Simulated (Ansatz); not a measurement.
System: 1T (CdI2-type) CaI₂. Method: PBEsol (Ansatz, an electronic-structure program, PAW).

Numerical settings: plane-wave cutoff 500 eV, 12×12×6 k mesh (along the axes of the cell as run), gaussian smearing 0.02 eV, scalar-relativistic PAW data made under PBE.

Cell (relaxed at this level):

```xyz
3
Lattice="2.2170 -3.8399 0.0000 2.2170 3.8399 0.0000 0.0000 0.0000 7.0968" Properties=species:S:1:pos:R:3 pbc="T T T"
Ca     0.0000     0.0000     0.0000
I      2.2170     1.2800     1.7611
I      2.2170    -1.2800     5.3357
```

### Question
Predict the band gap.

### Answer

- band gap: 3.49 eV (on the SCF k mesh)

Note: the cell comes from a level without a dispersion term, which matters for the spacing of layers, chains or molecules; the cell has widely spaced layers and the level no dispersion term, so their spacing and the moduli can rest on weak binding.

Spin–orbit coupling is not included; with these elements it can move the gap by several tenths of an eV or more.

Computed values are for the static lattice.

Cost on a shared machine: about 5 core-minutes (a rough figure).
